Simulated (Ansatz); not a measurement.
Input and output of a self-consistent single point for CaC2 (I4mm, 3 atoms in the cell) (Ansatz, an electronic-structure program).

Method: PBEsol, default PAW files made with PBE (plane waves; Ansatz).

```yaml
crystal:
  lattice:
    - [-1.94397, 1.94397, 3.21812]
    - [1.94397, -1.94397, 3.21812]
    - [1.94397, 1.94397, -3.21812]
  atoms:
    - { symbol: Ca, position: [0.00777, 0.00777, 0.00000] }
    - { symbol: C, position: [0.59789, 0.59789, 0.00000] }
    - { symbol: C, position: [0.40211, 0.40211, 0.00000] }
```

Reference input (self-consistent single point, DFT, PBEsol, plane waves, default PAW files made with PBE): basis.ecutwfc = 420 eV; kpoints.mp_grid.grid = 9 9 9; hamiltonian.xc = pbesol; hamiltonian.pseudopotentials = {kind: paw} (the program's default PAW files); scf.occupations.method = fermi_dirac; scf.occupations.width = 0.05 eV. This run's input differs from it in these lines:

Ansatz 0.2 input:
```diff
@@ -11,3 +11,3 @@
 basis:
-  ecutwfc: 420.0 eV
+  ecutwfc: 190.0 eV
 kpoints:
```

Log, with long lists cut:

```
SCF iter   1: F=—  HF=-2281.502139 eV  |F-HF|=—  |Δ(HF+E_count)|=         —  Δρ=5.23e-2  dr2=6.65e-1  ethr=1.77e-3  ⟨swp⟩=5.8  Hψ=6077  notcnv=0
all-band conjugate gradients solve this SCF's bands
preconditioner: auto → none
SCF iter   2: F=—  HF=-2281.270996 eV  |F-HF|=—  |Δ(HF+E_count)|=   2.31e-1  Δρ=2.11e-2  dr2=6.39e-2  ethr=1.77e-3  ⟨swp⟩=3.0  Hψ=2544  notcnv=0
SCF iter   3: F=—  HF=-2281.257426 eV  |F-HF|=—  |Δ(HF+E_count)|=   1.36e-2  Δρ=4.13e-3  dr2=1.91e-3  ethr=3.55e-4  ⟨swp⟩=2.2  Hψ=1863  notcnv=0
SCF iter   4: F=—  HF=-2281.257927 eV  |F-HF|=—  |Δ(HF+E_count)|=   5.02e-4  Δρ=3.27e-4  dr2=3.75e-5  ethr=1.06e-5  ⟨swp⟩=1.9  Hψ=1255  notcnv=0
SCF iter   5: F=—  HF=-2281.257887 eV  |F-HF|=—  |Δ(HF+E_count)|=   4.08e-5  Δρ=5.05e-5  dr2=9.83e-7  ethr=2.09e-7  ⟨swp⟩=2.9  Hψ=1611  notcnv=0
SCF iter   6: F=-2281.257887 eV  HF=-2281.257887 eV  |F-HF|=2.85e-8  |Δ(HF+E_count)|=   3.01e-7  Δρ=1.11e-5  dr2=5.19e-8  ethr=5.56e-10  ⟨swp⟩=6.1  Hψ=4912  notcnv=0
SCF 1 converged in 6 iterations: F = -2281.257887 eV  dr2 = 5.19e-8
Free energy (F): -2281.257887 eV
Internal energy: -2281.257885 eV  (E = F + TS)
E sigma→0 (E₀):  -2281.257886 eV
Entropy (-TS):   -0.000001 eV (-0.000 meV/atom)
Fermi energy:    5.755570 eV
--- Forces (eV/Å), atoms counted from 1 ---
  atom   1  Ca    -0.00000000     0.00000000    -0.12643682
  atom   2  C     -0.00000000     0.00000000     0.34573821
  atom   3  C      0.00000000    -0.00000000    -0.21931301
--- Stress (GPa, compression-positive) ---
        2.223144      -0.000000       0.000000
       -0.000000       2.223144      -0.000000
        0.000000      -0.000000       0.963568
  P = ⅓ Tr σ = 1.8033 GPa (18.033 kbar)
  The stress holds the Pulay correction. Without it, at fixed plane waves, as pw.x and ABINIT print it: P = -59.7816 GPa
```

The run converged in 6 iterations. Against the reference run the free energy goes up by 1.87 eV/atom, the pressure goes from -2.64 to 1.80 GPa, the largest force goes from 0.254 to 0.346 eV/Å and the gap on the mesh goes from 1.294 to 0.907 eV.

The starting cell comes from a database of computed structures (which also holds hypothetical and non-ambient phases and stackings), without a prior relaxation at this level. Its lattice was rescaled by up to half a per cent. One atom was moved a little off its site on purpose. Ansatz's pressure includes its estimate of the finite-basis (Pulay) stress. Without the estimate this run gives -59.78 GPa. The cutoff lies below the one recommended for these files.
